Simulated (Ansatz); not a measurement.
**Br_Si (silicon host)**

Calculation: PBE, PAW (plane waves to 420 eV; Ansatz, a quantum-chemistry and plane-wave program). A supercell of 64 sites (2×2×2 repeats of a cell of 8 atoms) was used; the energies come from a 2×2×2 shifted sampling of its zone. Site at the start: the Si site. Energies of charged states are corrected for periodic images (point charge plus alignment at distant sites). Dielectric constants: PBE linear response of the host. Host gap at this level: 0.61 eV. These values are not converged in cell size to better than tenths of an eV. Levels are measured in PBE's own, too narrow, gap. Spin–orbit coupling is left out. Each state is the lowest found from its start.

Formation energies E_f are given with the Fermi level at the valence-band maximum. Chemical conditions: host crystal and elements as references (Δμ(Si) = 0.00 eV, Δμ(Br) = 0.00 eV; Br taken from its element, since no compound that bounds it was computed at this level; only phases computed here count, gases as isolated molecules at 0 K). Reference phases: Br: solid bromine, Si: silicon.

Charges with a result: +3, +2, +1, 0, −1. Others weren't obtained, and one of them could lie lower, also by skipping a charge.

```csv
charge,moment (μB),point group,largest move off a lattice site (Å),image correction with alignment (eV),"E_f, host crystal and elements as references (eV)"
+3†,not spin-polarised,–,0.35,1.24,–
+2†,1.0,–,0.35,0.59,–
+1,not spin-polarised,Td,0.36,0.18,2.25
0†,1.0,–,0.42,0.00,2.92
−1†,not spin-polarised,–,0.76,0.06,–
```

† Not settled in this cell, so no level is given: charge +3: a level filled in part, level within 0.1 eV of a band edge or past it; charge +2: a level filled in part, level within 0.1 eV of a band edge or past it; charge 0: level within 0.1 eV of a band edge or past it; charge −1: level within 0.1 eV of a band edge or past it.

Point groups are those of the whole cell at tolerances of 0.03 and 0.1 Å ("near" where only the looser one holds); none is given for unsettled states.

Flagged in the runs: a strain field that reaches the edge of the cell.

All states together cost very roughly 60 core-minutes.
